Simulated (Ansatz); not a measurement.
Cost and result by functional for the adsorption energy of NH3 on the 1x1 (110) surface of bcc Mo, one in a 2x2 cell, started at the site 'top Mo', in Ansatz (plane waves, PAW). Single points on the PBE structure, on one kind of machine; costs are rough ratios of the slab run's core time (references not counted) to the cheapest single point. r2SCAN's cost holds its higher cutoff (500 against 420 eV). Differences are taken against r2SCAN for comparison alone: no measured value is at hand, so the table doesn't rank accuracy.

Slab: 20 atoms, 6.5 Å thick at the start under the adsorbate (thin: gaps and levels are the slab's own); k 6x6x1, smearing 0.1 eV, dipole-corrected; 8 atoms held, the rest relaxed; no symmetry held; no spin, no spin-orbit, no U, no dispersion correction. At the end it is bonded to Mo. In PBE it is, or lies within 0.03 eV of, the lowest of the starts that converged. These notes are the PBE run's. Adsorption energies are against NH3(g). A negative adsorption energy means that the adsorbate is more stable on the surface than in its reference.

| functional | relative cost | adsorption energy (eV) | less r2SCAN (eV) |
|---|---|---|---|
| RPBE | 1 | -0.52 | 0.36 |
| r2SCAN | 2 | -0.88 | 0.00 |
| PBE (the relaxed run's value) | – | -0.78 | 0.10 |

The values span 0.36 eV, while the single points' costs differ by a factor of roughly 2. Differences are of unrounded values.

Ansatz is a quantum-chemistry and plane-wave program.
